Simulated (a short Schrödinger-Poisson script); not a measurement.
Stack: MOS inversion layer, HfO2 on p-type Si(100), at 400 K.

| layer | material | thickness (nm) | Na (cm⁻³) |
|---|---|---|---|
| 1 | HfO2 | 4.4 | - |
| 2 | Si | 1700 | 6.6e16 |

Constants are typed, rounded textbook-type inputs, not results; the design itself was drawn at random and stands for no fabricated device. HfO2: permittivity 22, conduction-band edge (eV) 1.55, gap (eV) 5.7, electron mass (mₑ) 0.2. Si: permittivity 11.7, conduction-band edge (eV) 0, gap (eV) 1.124, Nv at 300 K (cm⁻³) 3.1e19.

Channel valleys (confinement mass, in-plane density-of-states mass, number): Δ2 0.916, 0.19, 2; Δ4 0.19, 0.417, 4. At the gate the conduction-band edge of layer 1 lies 2.04 eV − eVg above the Fermi level of the channel; the field vanishes at the back. Gaps are held at their typed values at every temperature. Mesh 0.03 nm at interfaces.

Solved with a short Schrödinger-Poisson script written for these runs: 1D Poisson equation in equilibrium, electrons classical, Boltzmann, parabolic valleys, classical holes, full ionisation, no traps, pinning or gate leakage.

The same stack at other levels of the model or other numerical settings:

```json
[
 {"run": "base", "sheet density of all electrons at Vg = 1.2 V (cm⁻²)": "1.61e13", "sheet density of all electrons at Vg = 0.6 V (cm⁻²)": "2.67e12", "capacitance at Vg = 1.2 V (μF/cm²)": "3.95", "centroid of the channel electrons at Vg = 1.2 V (nm)": "0.68", "rough cost against the base": "about 1"},
 {"run": "electrons treated as classical, Fermi-Dirac", "sheet density of all electrons at Vg = 1.2 V (cm⁻²)": "1.49e13", "sheet density of all electrons at Vg = 0.6 V (cm⁻²)": "2.62e12", "capacitance at Vg = 1.2 V (μF/cm²)": "3.53", "centroid of the channel electrons at Vg = 1.2 V (nm)": "0.90", "rough cost against the base": "8"},
 {"run": "electrons treated as quantum, Hartree", "sheet density of all electrons at Vg = 1.2 V (cm⁻²)": "1.13e13", "sheet density of all electrons at Vg = 0.6 V (cm⁻²)": "?", "capacitance at Vg = 1.2 V (μF/cm²)": "2.90", "centroid of the channel electrons at Vg = 1.2 V (nm)": "?", "rough cost against the base": "40"},
 {"run": "mesh six times as coarse", "sheet density of all electrons at Vg = 1.2 V (cm⁻²)": "1.55e13", "sheet density of all electrons at Vg = 0.6 V (cm⁻²)": "2.60e12", "capacitance at Vg = 1.2 V (μF/cm²)": "?", "centroid of the channel electrons at Vg = 1.2 V (nm)": "0.79", "rough cost against the base": "0.5"}
]
```

### Question
Complete the blanks.

### Answer

- mesh six times as coarse, capacitance at Vg = 1.2 V (μF/cm²): 3.79
- electrons treated as quantum, Hartree, sheet density of all electrons at Vg = 0.6 V (cm⁻²): 1.76e12
- electrons treated as quantum, Hartree, centroid of the channel electrons at Vg = 1.2 V (nm): 1.88

The classical rows ignore confinement, and Boltzmann statistics overrate the density once the band edge passes the Fermi level.
